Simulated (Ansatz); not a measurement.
The reference is Ce in the fcc (Cu type) structure (space group Fm-3m, No. 225; a = 4.582 Å). Axes: x, y, z lie along the cube axes.

All numbers come from PBEsol (Ansatz, a program for electronic structure; PAW; 420 eV plane waves; without spin-orbit coupling).

Before the change:

```
Item               Result
---------------  --------
Pressure          0.0 GPa
Volume per atom  24.05 Å³
```

It is then changed as follows: tensile biaxial strain of 2.05 % in the plane normal to [001], as in epitaxy on a mismatched substrate; the out-of-plane cell vector and the atoms relax.

How does this affect the pressure, energy relative to the base and volume per atom?

The pressure (mean of the normal stresses, compression positive) goes from zero to -1.0 GPa; the energy rises by 4.1 meV/atom; the volume per atom goes up by 0.49 Å³ (24.05 Å³ → 24.54 Å³).

The 4f electrons are in the valence with no U and their state was not checked, so volumes and moments can be off. Without a gap, meshes like the base's 17×17×17 leave anisotropic stresses uncertain by several tenths of a GPa, and small strain energies with them. Stability against distortions was not tested. Seeded moments were not kept for the base. All final runs are without spin polarisation.
